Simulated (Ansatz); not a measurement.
# One base run on TlI₃ (Pm-3m, 4 atoms in the cell) and variants with one or two settings moved

```xyz
4
Lattice="6.1058 0.0000 0.0000 0.0000 6.1058 0.0000 0.0000 0.0000 6.1058" Properties=species:S:1:pos:R:3 pbc="T T T"
Tl     0.0000     0.0000     0.0000
I      3.0529     0.0000     0.0000
I      0.0000     0.0000     3.0529
I      0.0000     3.0529     0.0000
```

Base run A: PBE (Ansatz, a quantum-chemistry and plane-wave program), self-consistent single point.

Its settings: kpoints.mp_grid.grid = 6 6 6; hamiltonian.xc = pbe; hamiltonian.pseudopotentials = {kind: paw} (the program's default PAW files); scf.occupations.method = methfessel_paxton; scf.occupations.width = 0.136 eV.

The starting cell was generated: these elements placed on a structure prototype, without a prior relaxation; it need not be a known phase or ordering of this composition. Spin-orbit coupling is off. Ansatz's pressure includes its estimate of the finite-basis (Pulay) stress. The run gives no clean gap (levels at the Fermi energy touch, overlap or are partly filled at this smearing), which alone does not show that the compound is a metal.

ΔF is the free energy per atom less that of run A. 

Run A gave: pressure (GPa) 0.02; k-points 20.

Runs:
- B: scf.convergence.dr2_threshold: default (1e-07 eV) → 0.01 eV
- C: crystal.symmetry.detect: default → false
- D: scf.occupations.width: 0.136 eV → 0.1 eV
- E: kpoints.mp_grid.grid: 6 6 6 → 4 4 4; scf.occupations.width: 0.136 eV → 0.03 eV
- F: scf.mixing.preconditioner: default (the program chose LDOS) → kerker; scf.mixing.q_tf: default → 3
- G: scf.mixing.algorithm: default (the program chose MSR1) → anderson
- H: scf.mixing.algorithm: default (the program chose MSR1) → broyden; scf.mixing.beta: default → 0.7
- I: scf.eigensolver.kind: default (the program chose band_cg) → davidson

Problem. What does run E change against A?

Solution. The free energy goes up by 3.1 meV/atom and the pressure moves little (0.02 to 0.11 GPa).

| run | ΔF (meV/atom) | pressure (GPa) | k-points |
|---|---|---|---|
| A | 0.00 | 0.02 | 20 |
| B | 0.06 | 0.02 | 20 |
| C | 0.00 | 0.02 | 112 |
| D | 0.09 | 0.00 | 20 |
| E | 3.1 | 0.11 | 10 |
| F | 0.00 | 0.02 | 20 |
| G | 0.00 | 0.02 | 20 |
| H | 0.00 | 0.02 | 20 |
| I | 0.00 | 0.02 | 20 |

Keys are those of Ansatz 0.2.
